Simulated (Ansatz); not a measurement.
**Pressure series in hypothetical P6/mmm BN**

Consider BN (space group P6/mmm, No. 191; a = 4.538 Å, c = 2.622 Å; a hypothetical phase, not in the database extracts checked; made of chains).

Cell and atoms are relaxed at each pressure.

Calculations: PBE (Ansatz, an electronic-structure program; PAW; 420 eV plane waves; without spin-orbit coupling).

Two rows of this table had their results exchanged by mistake.

| pressure | volume per atom (Å³) | shortest distance (Å) | band gap |
|---|---|---|---|
| pressure 0.3 GPa | 19.45 | 1.310 | 3.17 eV |
| pressure 0.7 GPa | 17.59 | 1.310 | 2.91 eV |
| pressure 1.5 GPa | 15.84 | 1.308 | 2.57 eV |
| pressure 3 GPa | 11.50 | 1.299 | 0.98 eV |
| pressure 5 GPa | 13.04 | 1.304 | 1.71 eV |
| pressure 7.5 GPa | 12.13 | 1.301 | 1.30 eV |
| pressure 10 GPa | 14.22 | 1.306 | 2.13 eV |

Task: Which two?

Result: The rows for pressure 3 GPa and pressure 10 GPa: the volume has to fall steadily with pressure, so 14.22 Å³ belongs to pressure 3 GPa and 11.50 Å³ to pressure 10 GPa.

From pressure 1.5 GPa on, the axis ratios lie over 15 % from the base's, so the cell there is far from its starting form. Load acts through the strain it causes; cell and atoms are relaxed under it. Stability against distortions was not tested. Competing high-pressure phases were not computed. The base started in P3_121 and relaxed to P6/mmm at this level. No dispersion term is included, though the crystal is made of layers, chains or molecules, so its spacings can come out too wide.
